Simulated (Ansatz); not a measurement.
Si, response to strain

Start from Si in the diamond structure (space group Fd-3m, No. 227).

```xyz
2
Lattice="0.0000 2.7168 2.7168 2.7168 0.0000 2.7168 2.7168 2.7168 0.0000" Properties=species:S:1:pos:R:3 pbc="T T T"
Si     0.0000     0.0000     0.0000
Si     1.3584     1.3584     1.3584
```

Cartesian axes are those of the cell as printed.

Strains are applied to the cell and any free atomic positions relax; under biaxial strain the out-of-plane vector relaxes too.

Computed with PBEsol/PAW in Ansatz (a first-principles code), spin-orbit coupling left out.

```csv
change,gap character,space group,smallest direct gap,volume per atom,band gap
base,"indirect, Γ → Γ–X (87 % along)",Fd-3m (No. 227),2.52 eV,20.05 Å³,0.47 eV
"biaxial strain −4.32 %, plane normal [001], relaxed out of plane",–,I4_1/amd (No. 141),–,18.99 Å³,zero
"biaxial strain +0.74 %, plane normal [001], relaxed out of plane","indirect, Γ → Γ–M (87 % along)",I4_1/amd (No. 141),…,20.23 Å³,0.34 eV
"biaxial strain +3.35 %, plane normal [110], relaxed out of plane","indirect, Γ → X",Imma (No. 74),1.88 eV,21.10 Å³,0.21 eV
"biaxial strain −3.68 %, plane normal [111], relaxed out of plane",–,R-3m (No. 166),–,18.96 Å³,zero
"biaxial strain +1.30 %, plane normal [111], relaxed out of plane","indirect, Γ → F–Γ (13 % along)",R-3m (No. 166),2.33 eV,20.46 Å³,…
isotropic strain −1.34 %,"indirect, Γ → Γ–X (87 % along)",Fd-3m (No. 227),2.53 eV,19.26 Å³,0.39 eV
isotropic strain −1.19 %,"indirect, Γ → Γ–X (87 % along)",Fd-3m (No. 227),2.53 eV,19.35 Å³,0.40 eV
uniaxial strain ε_yy = +3.91 %,"indirect, Γ → Γ–X (87 % along)",I4_1/amd (No. 141),2.26 eV,20.84 Å³,0.33 eV
tensor shear ε_xy = +1.30 %,"indirect, Γ → k = (0.455, 0.455, 0) in the run's primitive reciprocal basis",Imma (No. 74),2.25 eV,20.05 Å³,0.27 eV
```

Question: Some entries are withheld; estimate them.

Answer: 
- biaxial strain +0.74 %, plane normal [001], relaxed out of plane, smallest direct gap: 2.42 eV
- biaxial strain +1.30 %, plane normal [111], relaxed out of plane, band gap: 0.38 eV

A biaxial case was relaxed in a doubled cell and then solved in the primitive one. The mesh was chosen for an insulator and is coarse for the gapless case. Whether these cells are dynamically stable was not tested. The zero or small gap of Si under biaxial strain −4.32 %, plane normal [001], relaxed out of plane, Si under biaxial strain +3.35 %, plane normal [110], relaxed out of plane, Si under biaxial strain −3.68 %, plane normal [111], relaxed out of plane and Si under tensor shear ε_xy = +1.30 % can change with the level of theory. Labels are those of the standard path for the cell's own space group.
